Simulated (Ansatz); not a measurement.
Ag2S (space group Cmcm, No. 63; a cell from a computed database, its experimental status unchecked)

```xyz
6
Lattice="2.3253 -3.4698 0.0000 2.3253 3.4698 0.0000 0.0000 0.0000 7.2146" Properties=species:S:1:pos:R:3 pbc="T T T"
Ag     2.3253     0.0000     3.6073
Ag     2.3253     0.0000     0.0000
Ag     2.3253     2.7346     5.4109
Ag     2.3253    -2.7346     1.8036
S      2.3253    -1.5715     5.4109
S      2.3253     1.5715     1.8036
```

All numbers come from DFT with PBEsol, PAW potentials and a 420 eV plane-wave cutoff in Ansatz (a quantum-chemistry and plane-wave program), no spin-orbit coupling, earlier PAW set. k-mesh 7×7×4 (Γ-centred); smearing 0.05 eV (Fermi–Dirac).

```json
{
  "volume_per_atom": "19.40 Å³",
  "density": "7.07 g/cm³",
  "band_gap": "0.95 eV, direct at Γ",
  "electron_mass": "0.11 mₑ along a, 1.2 mₑ along b, 0.44 mₑ along c",
  "hole_mass": "0.17 mₑ along a, 1.2 mₑ along b, 1.7 mₑ along c",
  "total_energy": "-5309.864 eV/atom (σ→0; compares only within this code and set-up)"
}
```

Effective masses come from finite differences of ±0.01 Å⁻¹. Whether these cells are dynamically stable was not tested. The base started in P2_1/c and relaxed to Cmcm at this level. This is not the structure that Ag2S has at room temperature and ambient pressure.
